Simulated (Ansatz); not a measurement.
Output of an Ansatz run (abridged):

```
WARN ansatz: RAYON_NUM_THREADS=1 ignored (pool sized by the plan → 1); use --threads N
Pseudopotentials: kind: paw
Pseudopotential: B, paw, valence charge 3
Pseudopotential: N, paw, valence charge 5
Crystal: 2 atoms, lattice volume = 12.287 Å³
Basis set: ecut = 870 eV, 725 PW (Γ), exchange–correlation on 50×50×50 points (8 copies of the dense FFT grid, shifted against one another)
Bands: 8, of which v1, the nominal top of the filled ones, is band 4 counted from 1 (3 counted from 0)
Symmetry: 24 space group operations
Space group: F-43m (ITA 216), of the structure as read, at distance tolerance 2.3e-5 Å
k-points: 120 of 3375 (time reversal used)
Initial density: superposition of atomic densities (chi_scale 0.1, normalization cell, long waves kept (reshape's long-wave potential 0.00 eV rms))
Initial wavefunctions: pseudopotential atomic-orbital guess
Eigensolver: davidson
Functional: x = pbe(κ = 0.804, μ = 0.2195149727645171), c = pbe(β = 0.06672455060314922)
SCF iter   1: F=—  HF=-542.826771 eV  |F-HF|=—  |Δ(HF+E_count)|=         —  Δρ=1.44e-1  dr2=2.04e0  ethr=3.10e-3  ⟨swp⟩=4.3  Hψ=6190  notcnv=0  defer=119
all-band conjugate gradients solve this SCF's bands
preconditioner: auto → none
SCF iter   2: F=—  HF=-542.302672 eV  |F-HF|=—  |Δ(HF+E_count)|=   5.24e-1  Δρ=6.04e-2  dr2=2.51e-1  ethr=3.10e-3  ⟨swp⟩=2.0  Hψ=2786  notcnv=0  defer=82
SCF iter   3: F=—  HF=-542.253681 eV  |F-HF|=—  |Δ(HF+E_count)|=   4.90e-2  Δρ=2.27e-2  dr2=3.98e-2  ethr=3.10e-3  ⟨swp⟩=3.0  Hψ=1585  notcnv=0  defer=206
SCF iter   4: F=—  HF=-542.251200 eV  |F-HF|=—  |Δ(HF+E_count)|=   2.48e-3  Δρ=2.89e-3  dr2=3.68e-4  ethr=4.98e-4  ⟨swp⟩=3.0  Hψ=1690  notcnv=0  defer=230
SCF iter   5: F=—  HF=-542.251377 eV  |F-HF|=—  |Δ(HF+E_count)|=   1.77e-4  Δρ=2.89e-4  dr2=5.48e-6  ethr=4.60e-6  ⟨swp⟩=3.0  Hψ=1688  notcnv=0  defer=230
SCF iter   6: F=—  HF=-542.251378 eV  |F-HF|=—  |Δ(HF+E_count)|=   9.17e-7  Δρ=2.15e-5  dr2=1.13e-8  ethr=1.25e-9  ⟨swp⟩=5.1  Hψ=6170  notcnv=0
SCF iter   7: F=-542.251378 eV  HF=-542.251378 eV  |F-HF|=1.74e-10  |Δ(HF+E_count)|=   2.42e-8  Δρ=2.05e-6  dr2=3.69e-10  ethr=1.42e-10  ⟨swp⟩=2.0  Hψ=3226  notcnv=0
SCF 1 converged in 7 iterations: F = -542.251378 eV  dr2 = 3.69e-10
SCF converged after 7 iterations
Free energy (F): -542.251378 eV
Harris-Foulkes:  -542.251378 eV  (|F-HF|=1.74e-10)
Internal energy: -542.251378 eV  (E = F + TS)
E sigma→0 (E₀):  -542.251378 eV
Fermi energy:    10.537726 eV
--- Per-component energies (eV) ---
  E_band       = 22.865783
  E_kinetic    = 222.374553
  E_local      = -205.003768  (includes V_loc(G=0)·N_el)
  E_nonlocal   = 43.136368
  E_hartree    = 50.388683
  E_xc         = -106.102948
  E_vxc        = -129.382687  (∫ρ·V_xc dr)
  E_paw        = -193.354543  (= ΣΔE_a)
  E_vpaw       = -9.035811  (= ΣTr[D̂ρ^β])
  E_aug_tail   = 0.000001  (compensation charges beyond the density's cutoff)
  E_ewald      = -353.689724
  E_smearing   = -0.000000  (= −TS)
  E_closure    = -0.000000  (closes the sum)
  Σ components = -542.251378   (vs F -542.251378, Δ=0.00e0)
--- Forces (eV/Å), atoms counted from 1 ---
  atom   1  B     -0.00000000     0.00000000     0.00000000
  atom   2  N      0.00000000     0.00000000     0.00000000
  max |Σ_I F_I| component: 7.22e-16 eV/Å
--- Stress (GPa, compression-positive) ---
      -11.036801       0.000000      -0.000000
        0.000000     -11.036801       0.000000
       -0.000000       0.000000     -11.036801
  P = ⅓ Tr σ = -11.0368 GPa (-110.368 kbar)
  The stress holds the Pulay correction. Without it, at fixed plane waves, as pw.x and ABINIT print it: P = -11.0734 GPa
--- Band table (eV; the first three rows and the last of 120) ---
  k-point 0: bands = ["-9.2500", "10.5377", "10.5377", "10.5377", "19.1755", "19.1755", "19.1755", "20.2531"]
  k-point 1: bands = ["-9.1453", "9.9510", "10.4248", "10.4248", "19.2775", "19.3471", "19.3471", "20.6486"]
  k-point 2: bands = ["-8.8336", "8.4999", "10.1297", "10.1297", "19.4494", "19.7858", "19.7858", "21.6478"]
  k-point 119: bands = ["-3.6709", "3.0281", "3.6329", "4.7682", "19.8080", "23.2549", "24.4747", "25.2937"]
```

The structure:

```
CELL_PARAMETERS angstrom
      0.00000     1.83149     1.83149
      1.83149     0.00000     1.83149
      1.83149     1.83149     0.00000
ATOMIC_POSITIONS crystal
  B  0.00000 0.00000 0.00000
  N  0.75000 0.75000 0.75000
```

Question: Write an input that gives this output.

Answer: Other spellings and defaults could give the same log, and not every line can be read from it. The input that was run (DFT, PBE, plane waves, harder PAW files (source: ansatz)):

Ansatz 0.2 input:
```yaml
# BN
crystal:
  lattice:
    - [0.00000000, 1.83149300, 1.83149300]
    - [1.83149300, 0.00000000, 1.83149300]
    - [1.83149300, 1.83149300, 0.00000000]
  atoms:
    - { symbol: B, position: [0.00000000, 0.00000000, 0.00000000] }
    - { symbol: N, position: [0.75000000, 0.75000000, 0.75000000] }
basis:
  ecutwfc: 870.0
kpoints:
  mp_grid: { grid: [15, 15, 15] }
hamiltonian:
  xc: pbe
  pseudopotentials: { kind: paw, source: ansatz }
scf:
  occupations: { method: fixed }
output:
  forces: true
  eigenvalues: true
  stress: true
```

The starting cell comes from a database of computed structures (which also holds hypothetical and non-ambient phases and stackings), without a prior relaxation at this level. Its lattice was rescaled by a random factor within 2.5 % of one. With a pressure of about -11 GPa the cell is away from its equilibrium volume at this level. Ansatz's pressure includes its estimate of the finite-basis (Pulay) stress.

Ansatz is a first-principles code.
